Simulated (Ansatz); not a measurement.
The reference is Ti in the hcp (Mg type) structure (space group P6_3/mmc, No. 194; a = 2.864 Å, c = 4.537 Å; relaxed with 0.1 eV smearing). Axes: x lies along a and z along c of the hexagonal cell.

Computed with LDA/PAW in Ansatz (an electronic-structure program), without spin-orbit coupling.

Now apply this change: uniaxial strain ε_xx = −2.50 %, all other strain components held at zero; the atoms relax in the strained cell.

Task: How does this affect the largest internal atomic displacement and stress?

Result: The largest internal atomic displacement amounts to 0.037 Å; the stress (xx, yy, zz, yz, xz, xy; compression positive) comes out as (4.5, 2.9, 2.3, 0.0, 0.0, 0.0) GPa.

No phonon test of stability was made. The final runs are not spin-polarised.
